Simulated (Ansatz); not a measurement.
The reference is ZnS in the wurtzite structure (space group P6_3mc, No. 186; a = 3.8070 Å, c = 6.2462 Å).

Method: r2SCAN (Ansatz, a quantum-chemistry and plane-wave program), scalar-relativistic without spin-orbit coupling, earlier PAW set.

Now apply this change: the cell is scaled by 0.9876 in all directions; the atoms relax in the strained cell.

Question: Predict the new mean gap deformation potential ΔEg/Δln V.

Answer: The mean gap deformation potential ΔEg/Δln V comes out as -4.8 eV.

No phonon test of stability was made.
